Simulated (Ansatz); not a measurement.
A self-consistent single point of H₅ClO₂ (P2_1/c, 32 atoms in the cell) with Ansatz (a program for electronic structure).

Level of theory: LDA (PW92), default PAW files made with PBE (plane waves; Ansatz).

```
CELL_PARAMETERS angstrom
      3.99619     0.00000     0.00000
      0.00000    12.07067     0.00000
     -1.23141     0.00000     6.59269
ATOMIC_POSITIONS crystal
  H  0.38000 0.16000 0.92500
  H  0.62000 0.66000 0.57500
  H  0.62000 0.84000 0.07500
  H  0.38000 0.34000 0.42500
  H  0.22000 0.11000 0.41000
  H  0.78000 0.61000 0.09000
  H  0.78000 0.89000 0.59000
  H  0.22000 0.39000 0.91000
  O  0.29490 0.05720 0.29740
  O  0.70510 0.55720 0.20260
  O  0.70510 0.94280 0.70260
  O  0.29490 0.44280 0.79740
  H  0.73000 0.19000 0.07500
  H  0.27000 0.69000 0.42500
  H  0.27000 0.81000 0.92500
  H  0.73000 0.31000 0.57500
  Cl 0.01820 0.32770 0.14820
  Cl 0.98180 0.82770 0.35180
  Cl 0.98180 0.67230 0.85180
  Cl 0.01820 0.17230 0.64820
  O  0.55330 0.12790 0.02440
  O  0.44670 0.62790 0.47560
  O  0.44670 0.87210 0.97560
  O  0.55330 0.37210 0.52440
  H  0.43000 0.09300 0.16000
  H  0.57000 0.59300 0.34000
  H  0.57000 0.90700 0.84000
  H  0.43000 0.40700 0.66000
  H  0.14000 0.99000 0.28000
  H  0.86000 0.49000 0.22000
  H  0.86000 0.01000 0.72000
  H  0.14000 0.51000 0.78000
```

Reference input (self-consistent single point, DFT, LDA (PW92), plane waves, default PAW files made with PBE): basis.ecutwfc = 420 eV; kpoints.mp_grid.grid = 7 3 4; hamiltonian.xc = lda; hamiltonian.pseudopotentials = {kind: paw} (the program's default PAW files); scf.occupations.method = methfessel_paxton; scf.occupations.width = 0.272 eV. This run's input differs from it in these lines:

Ansatz 0.2 input:
```diff
@@ -41,3 +41,3 @@
 kpoints:
-  mp_grid: { grid: [7, 3, 4] }
+  mp_grid: { grid: [5, 2, 3], shift: [0.5, 0.5, 0.5] }
 hamiltonian:
```

The program printed (abridged):

```
SCF iter   1: F=—  HF=-8940.913431 eV  |F-HF|=—  |Δ(HF+E_count)|=         —  Δρ=7.96e-3  dr2=1.63e-1  ethr=1.77e-3  ⟨swp⟩=7.6  Hψ=3143  notcnv=0
all-band conjugate gradients solve this SCF's bands
preconditioner: auto → Resta (q_TF=auto, 2.235 Å⁻¹)
SCF iter   2: F=—  HF=-8940.867947 eV  |F-HF|=—  |Δ(HF+E_count)|=   4.55e-2  S|Δr|=    0.00e0  Δρ=4.07e-3  dr2=3.81e-2  ethr=1.70e-4  ⟨swp⟩=1.0  Hψ=736  notcnv=0
   [... lines left out ...]
SCF iter   6: F=—  HF=-8940.856591 eV  |F-HF|=—  |Δ(HF+E_count)|=   2.85e-4  S|Δr|=    0.00e0  Δρ=6.55e-5  dr2=9.86e-6  ethr=3.07e-8  ⟨swp⟩=2.0  Hψ=805  notcnv=0
SCF iter   7: F=—  HF=-8940.856590 eV  |F-HF|=—  |Δ(HF+E_count)|=   1.18e-6  S|Δr|=    0.00e0  Δρ=1.07e-5  dr2=3.22e-7  ethr=1.03e-8  ⟨swp⟩=2.0  Hψ=775  notcnv=0
SCF iter   8: F=-8940.856590 eV  HF=-8940.856590 eV  |F-HF|=1.09e-8  |Δ(HF+E_count)|=   2.68e-7  S|Δr|=    0.00e0  Δρ=2.40e-6  dr2=1.82e-8  ethr=1.04e-10  ⟨swp⟩=13.1  Hψ=3621  notcnv=0
SCF 1 converged in 8 iterations: F = -8940.856590 eV  dr2 = 1.82e-8
Stability not checked (fill_not_monotonic)
Free energy (F): -8940.856590 eV
Internal energy: -8940.856590 eV  (E = F + TS)
E sigma→0 (E₀):  -8940.856590 eV
Fermi energy:    1.678339 eV
--- Forces (eV/Å), atoms counted from 1 ---
  atom   1  H     -1.29906524     0.80411377    -1.77244275
  atom   2  H      1.29906524     0.80411377     1.77244275
  atom   3  H      1.29906524    -0.80411377     1.77244275
  atom   4  H     -1.29906524    -0.80411377    -1.77244275
  atom   5  H      0.68413756    -1.18858099    -1.21118512
   [... 23 lines left out ...]
   [... lines left out ...]
  atom  32  H      0.64507968    -0.32213232     0.22650611
--- Stress (GPa, compression-positive) ---
       -2.495311       0.000000       3.332937
        0.000000      -5.100179      -0.000000
        3.332937      -0.000000      -2.659287
  P = ⅓ Tr σ = -3.4183 GPa (-34.183 kbar)
  The stress holds the Pulay correction. Without it, at fixed plane waves, as pw.x and ABINIT print it: P = -4.0018 GPa
```

The run converged in 8 iterations. Against the reference run the free energy is nearly the same (within 1 meV/atom), the pressure stays at -3.42 GPa, the largest force stays at 2.993 eV/Å and the gap on the mesh goes from 4.699 to 5.236 eV.

The starting cell comes from a database of published, mostly measured structures (it also holds non-ambient and calculated ones), without a prior relaxation at this level. Its lattice was rescaled by a random factor within 2.5 % of one. Forces in this geometry exceed 1 eV/Å. Ansatz's pressure includes its estimate of the finite-basis (Pulay) stress. Without the estimate this run gives -4.00 GPa. Another mesh or the band path of this cell gives a smaller gap, so this value is not converged in the mesh.
